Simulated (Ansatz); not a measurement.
Consider the following.

```xyz
2
Lattice="0.0000 2.9682 2.9682 2.9682 0.0000 2.9682 2.9682 2.9682 0.0000" Properties=species:S:1:pos:R:3 pbc="T T T"
In     0.0000     0.0000     0.0000
P      1.4841     1.4841     1.4841
```

No spin polarisation.

Method: r2SCAN (Ansatz, an electronic-structure program, PAW, spin-orbit coupling left out). Settings: 10×10×10 k-points, 0.05 eV Fermi–Dirac smearing.

Q: What is the computed band gap?

A: 0.94 eV.

Q: What gap character does the calculation give?

A: Direct at Γ.

Q: Predict the space group.

A: F-43m (No. 216).

The cells carry an imposed strain or load. No phonon test of stability was made. The cell was made from InP in the zinc blende structure (space group F-43m, No. 216) by this change: isotropic strain +0.50 %.
